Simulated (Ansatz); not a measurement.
**Response to strain in SnTe**

Consider SnTe in the rock salt structure (space group Fm-3m, No. 225; a = 6.370 Å). Axes: x, y, z lie along the cube axes.

Strains are applied to the cell and any free atomic positions relax.

Method: r2SCAN in Ansatz (plane waves to 500 eV, PAW, no spin-orbit coupling).

Notes on the quantities. energy relative to the base: free energy F; pressure: mean of the normal stresses, compression positive.

```csv
case,band gap,energy relative to the base,volume per atom,pressure
base,0.13 eV,0 meV/atom,32.30 Å³,0.0 GPa
tensor shear ε_xy = +1.43 %,zero,+1.5 meV/atom,32.30 Å³,0.0 GPa
tensor shear ε_xy = +0.29 %,0.10 eV,+0.1 meV/atom,32.30 Å³,0.00 GPa
tensor shear ε_xy = +1.71 %,zero,+2.2 meV/atom,32.29 Å³,0.0 GPa
tensor shear ε_xy = +0.57 %,0.06 eV,+0.2 meV/atom,32.30 Å³,0.00 GPa
tensor shear ε_xy = +1.14 %,zero,+1.0 meV/atom,32.30 Å³,0.0 GPa
tensor shear ε_xy = +0.86 %,zero,+0.5 meV/atom,32.30 Å³,0.0 GPa
tensor shear ε_xy = +2.00 %,zero,+2.9 meV/atom,32.29 Å³,0.0 GPa
```

With Te present, leaving out spin-orbit coupling can change the band edges. No phonon test of stability was made. All final runs are without spin polarisation. Gaps under 0.05 eV, about the width of the smearing, are given as zero. A zero or small gap of SnTe can be the functional's error rather than a property of the material.

Ansatz is a program for electronic structure.
